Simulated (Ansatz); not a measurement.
Worked calculations on one periodic cell of amorphous Si₂₄O₅₁Ga₂: Si24O51Ga2, 77 atoms, volume 1148.0 Å³, made by a melt-quench on the CHGNet potential and relaxed with DFT. O atoms were pushed apart under 1.9 Å during the dynamics, to hinder bonds among them. It is a model cell: composition and starting density were chosen by hand, and all elements were melted together. Cycles of charging were run to anneal it. The numbers are results of PBE, scalar-relativistic without spin-orbit coupling (plane waves to 420 eV, PAW; Ansatz, an electronic-structure program), not measurements. Sampling: a 2×2×2 Γ-centred mesh; Fermi-Dirac width 0.02 eV; no spin polarisation. Its volume was held where the quench left it, its shape was free, and it stands at a mean pressure of 3.5 GPa with stress components up to 3.5 GPa; the relaxation ran on the zone centre alone. Its density went from a set 2.36 to 2.36 g/cm³. The cell is small and was quenched far faster than a real film, so it is one sample of the glass.

Task: Count formal charges (Si +4, O -2, Ga +3). What does the count lead one to expect at the Fermi level, and what does the calculation give?

Result: 24 × (+4) + 51 × (-2) + 2 × (+3) = 0. The charges balance, so the anion-derived valence states can be full and a gap can open. On this mesh the highest filled and lowest empty level lie 4.57 eV apart, the PBE gap of this cell.

Four energies for an added electron at PBE on the zone centre alone (charged cells in a uniform background, spin-polarised): neutral at the neutral geometry -51837.059 eV; charged at the neutral geometry -51831.228 eV; charged and relaxed -51832.092 eV; neutral at the charged geometry -51835.843 eV.

Task: Find the two relaxation energies and their sum, the reorganisation energy.

Result: On charging: -51831.228 − (-51832.092) = 0.864 eV. On discharging: -51835.843 − (-51837.059) = 1.216 eV. The sum is 2.080 eV. The carrier's level spreads over 4 of the 77 atoms' worth, so it counts as localised, most on one Ga atom with neighbours O 1.75 Å, O 1.77 Å, O 1.79 Å (neutral geometry). The values are uncorrected: the image energy of a point charge in this cell, 2.84 × 14.40 / (2 × 10.5) = 2.0 eV before screening, is screened by electrons alone at the fixed geometry and by ions too after relaxing, and the carrier can be spread before it relaxes, so each term can be off by up to that value times 1/ε∞, some tenths of an eV. PBE's self-interaction favours spread-out carriers, so a hybrid can localise more.
